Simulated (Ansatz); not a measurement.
Consider MgO in the rock salt structure (space group Fm-3m, No. 225; a = 4.1592 Å). Axes: x, y, z lie along the cube axes.

Calculations: DFT with LDA, PAW potentials and a 420 eV plane-wave cutoff in Ansatz (an electronic-structure program), no SOC.

Before the change:

```
Quantity                             Value
---------------------  -------------------
Valence-band top at Γ  0.00, 0.00, 0.00 eV
Band gap                           5.03 eV
Pressure                         -0.1 kbar
```

It is then changed as follows: uniaxial strain ε_zz = +1.50 %, all other strain components held at zero; the atoms relax in the strained cell.

**Question.** Estimate the effect on the valence-band top at Γ.

**Answer.** The valence-band top at Γ (three highest levels, from the VBM) goes from 0.00, 0.00, 0.00 eV to 0.00, -0.03, -0.03 eV.

**Question.** What happens to the band gap?

**Answer.** The band gap falls by 0.17 eV (5.03 eV → 4.86 eV).

**Question.** Estimate the effect on the pressure.

**Answer.** The pressure (mean of the normal stresses, compression positive) falls by 24.1 kbar to -24.2 kbar.

**Question.** Estimate the effect on the energy relative to the base.

**Answer.** The energy increases by 2.0 meV/atom.

Whether these cells are dynamically stable was not tested.
